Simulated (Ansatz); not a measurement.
Problem. Name crystals whose band gap lies between 1.02 and 1.6 eV and whose electron conductivity mass lies between 0.151 and 0.24 mₑ, by PBEsol, rigid bands run with Ansatz (a quantum-chemistry and plane-wave program).

Solution. Many crystals can fit; among those computed here:
- ZnInGaO$_{4}$ (R3m): 1.17 eV, 0.20 mₑ

Masses are for dilute carriers at 300 K, harmonic means over directions unless an axis is named. Spin-orbit coupling is left out.
